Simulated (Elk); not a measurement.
# Input and output of a self-consistent single point for ZnSe (R3m, 2 atoms in the cell) (Elk)

Method: LDA (PW92), all-electron FP-LAPW, Elk's shipped species files, default APW+lo basis (Elk).

Input:

```
tasks
  0

rmtscf
  0.88

swidth
  0.000367493

maxscl
  100

scale
  7.538588

avec
    0.0000000000    0.7071067812    0.7071067812
    0.7071067812    0.0000000000    0.7071067812
    0.7071067812    0.7071067812    0.0000000000

sppath
  './'

atoms
  2
  'Zn.in'
  1
  0.0051170000  0.0051170000  0.0051170000    0.0 0.0 0.0
  'Se.in'
  1
  0.2500000000  0.2500000000  0.2500000000    0.0 0.0 0.0

ngridk
  4 4 4
```

Output (repeated stretches shortened):

```
│ Elk code version 10.2.4 │

All units are atomic (Hartree, Bohr, etc.)

│ Ground-state run starting from atomic densities │

Lattice vectors :
   0.000000000       5.330586695       5.330586695
   5.330586695       0.000000000       5.330586695
   5.330586695       5.330586695       0.000000000

Unit cell volume      :    302.9388892
Brillouin zone volume :   0.8188127119

Muffin-tin inner radius fraction :   0.1000000000E-01

Nuclei treated as point charges

Species :    1 (Zn)
 parameters loaded from : Zn.in
 name : zinc
 nuclear charge    :   -30.00000000
 electronic charge :    30.00000000
 atomic mass :    119233.3129
 muffin-tin radius :    2.112000000
 number of radial points in muffin-tin :    497
 atomic positions (lattice), magnetic fields (Cartesian) :
   1 :   0.00000000  0.00000000  0.00000000    0.00000000  0.00000000  0.00000000

Species :    2 (Se)
 parameters loaded from : Se.in
 name : selenium
 nuclear charge    :   -34.00000000
 electronic charge :    34.00000000
 atomic mass :    143935.2748
 muffin-tin radius :    2.112000000
 number of radial points in muffin-tin :    497
 atomic positions (lattice), magnetic fields (Cartesian) :
   1 :   0.24488300  0.24488300  0.24488300    0.00000000  0.00000000  0.00000000

Total number of atoms per unit cell :    2

Spin treatment :
 spin-unpolarised

Number of Bravais lattice symmetries :   48
Number of crystal symmetries         :    6
Crystal has no inversion symmetry
Complex Hermitian eigensolver will be used

k-point grid :      4     4     4
k-point offset :    0.000000000       0.000000000       0.000000000
k-point set is reduced with full crystal symmetry group
Total number of k-points :       20

Muffin-tin radius times maximum |G+k| :    7.000000000
 using average radius
Maximum |G+k| for APW functions       :    3.314393939
Maximum (1/2)|G+k|²                   :    5.492603593
Maximum |G| for potential and density :    12.00000000
 potential will be trimmed for |G| > 2 gkmax
Constant for pseudocharge density :    6
Radial integration step length :    4

G-vector grid sizes :     30    30    30
Number of G-vectors :     8801

Maximum angular momentum used for
 APW functions                      :    8
 outer part of muffin-tin           :    6
 inner part of muffin-tin           :    1

Total nuclear charge    :   -64.00000000
Total core charge       :    30.00000000
Total valence charge    :    34.00000000
Total excess charge     :    0.000000000
Total electronic charge :    64.00000000

Effective Wigner radius, rₛ :    1.041586834

Number of empty states         :    8
Total number of valence states :   25
Total number of core states    :   30

Total number of local-orbitals :   32

Exchange-correlation functional :      3     0     0
 Perdew-Wang/Ceperley-Alder, Phys. Rev. B 45, 13244 (1992)
 gradient requirement :    0
 local density approximation (LDA)

Smearing type :    3
 Fermi-Dirac
Smearing width :   0.3674930000E-03
Effective electronic temperature (K) :    116.0451112

Mixing type :    3
 Broyden mixing, J. Phys. A: Math. Gen. 17, L317 (1984)

Kohn-Sham potential initialised from atomic data

│ Self-consistent loop started │
│ Loop number : 1 │
 total energy                :     -4222.75788867
│ Loop number : 2 │
 total energy                :     -4222.82613920
RMS change in Kohn-Sham potential (target) :   0.1344655056     (  0.1000000000E-05)
Absolute change in total energy (target)   :   0.6825053335E-01 (  0.1000000000E-03)
│ Loop number : 3 │
 total energy                :     -4222.78354149
RMS change in Kohn-Sham potential (target) :   0.1203636886     (  0.1000000000E-05)
Absolute change in total energy (target)   :   0.2553508388E-01 (  0.1000000000E-03)
│ Loop number : 4 │
 total energy                :     -4222.38368788
RMS change in Kohn-Sham potential (target) :   0.8716539384E-01 (  0.1000000000E-05)
Absolute change in total energy (target)   :   0.4062373827     (  0.1000000000E-03)
│ Loop number : 5 │
 total energy                :     -4221.55741090
RMS change in Kohn-Sham potential (target) :   0.4824555597E-01 (  0.1000000000E-05)
Absolute change in total energy (target)   :   0.9278363181     (  0.1000000000E-03)
│ Loop number : 6 │
 total energy                :     -4220.86506349
RMS change in Kohn-Sham potential (target) :   0.1685921971E-01 (  0.1000000000E-05)
Absolute change in total energy (target)   :   0.9243064958     (  0.1000000000E-03)
│ Loop number : 7 │
 total energy                :     -4220.56730073
RMS change in Kohn-Sham potential (target) :   0.6665768037E-03 (  0.1000000000E-05)
Absolute change in total energy (target)   :   0.5288393853     (  0.1000000000E-03)
│ Loop number : 8 │
 total energy                :     -4220.56740850
RMS change in Kohn-Sham potential (target) :   0.1209670994E-03 (  0.1000000000E-05)
Absolute change in total energy (target)   :   0.1321020743     (  0.1000000000E-03)
│ Loop number : 9 │
 total energy                :     -4220.56340192
RMS change in Kohn-Sham potential (target) :   0.3579360131E-04 (  0.1000000000E-05)
Absolute change in total energy (target)   :   0.3703209108E-01 (  0.1000000000E-03)
│ Loop number : 10 │
 total energy                :     -4220.56242070
RMS change in Kohn-Sham potential (target) :   0.2497129294E-04 (  0.1000000000E-05)
Absolute change in total energy (target)   :   0.1023925103E-01 (  0.1000000000E-03)
│ Loop number : 11 │
 total energy                :     -4220.56308697
RMS change in Kohn-Sham potential (target) :   0.2074240643E-04 (  0.1000000000E-05)
Absolute change in total energy (target)   :   0.1893541405E-02 (  0.1000000000E-03)
│ Loop number : 12 │
 total energy                :     -4220.56299509
RMS change in Kohn-Sham potential (target) :   0.1385997358E-04 (  0.1000000000E-05)
Absolute change in total energy (target)   :   0.5652634118E-03 (  0.1000000000E-03)
│ Loop number : 13 │
 total energy                :     -4220.56255066
RMS change in Kohn-Sham potential (target) :   0.2099476346E-05 (  0.1000000000E-05)
Absolute change in total energy (target)   :   0.5857419537E-03 (  0.1000000000E-03)
│ Loop number : 14 │
 total energy                :     -4220.56246058
RMS change in Kohn-Sham potential (target) :   0.2552859925E-06 (  0.1000000000E-05)
Absolute change in total energy (target)   :   0.2365210039E-03 (  0.1000000000E-03)
│ Loop number : 15 │
 total energy                :     -4220.56246493
RMS change in Kohn-Sham potential (target) :   0.1514299931E-06 (  0.1000000000E-05)
Absolute change in total energy (target)   :   0.5478355615E-04 (  0.1000000000E-03)
Convergence targets achieved

│ Loop number : 16 │

Energies :
 Fermi                       :     0.138724382060
 sum of eigenvalues          :     -2434.36100349
 electron kinetic            :      4309.74717219
 core electron kinetic       :      3886.83355482
 Coulomb                     :     -8376.50090801
 Coulomb potential           :     -6540.38584408
 nuclear-nuclear             :     -449.060995554
 electron-nuclear            :     -9314.49398083
 Hartree                     :      1387.05406837
 Madelung                    :     -5106.30798597
 xc potential                :     -203.722331590
 exchange                    :     -148.060211330
 correlation                 :     -5.74852481971
 electron entropic           :    -0.781094438326E-12
 total energy                :     -4220.56247197

Density of states at Fermi energy :   0.2721317225E-06
 (states/Hartree/unit cell)

Estimated indirect band gap :   0.3786249241E-01
 from k-point      1 to k-point      1
Estimated direct band gap   :   0.3786249241E-01
 at k-point      1

Charges :
 core                        :    30.00000000
 valence                     :    34.00000000
 interstitial                :    3.970932852
 muffin-tins (core leakage)
  species :    1 (Zn)
   atom    1                 :    28.35715276     (  0.4652386865E-03)
  species :    2 (Se)
   atom    1                 :    31.67191439     (  0.3937977664E-03)
 total in muffin-tins        :    60.02906715
 total calculated charge     :    63.98551957
 total charge                :    64.00000000
 error                       :   0.1448043481E-01

│ Self-consistent loop stopped │
```

The run converged in 16 iterations. The count includes the last loop, which Elk runs after its targets are met.

The starting cell has typed, rounded lattice constants, without a prior relaxation at this level. Its lattice was rescaled by up to half a per cent. One atom was moved a little off its site on purpose. Values depend on the basis (sphere radii, cutoffs, local orbitals), which need not be converged.
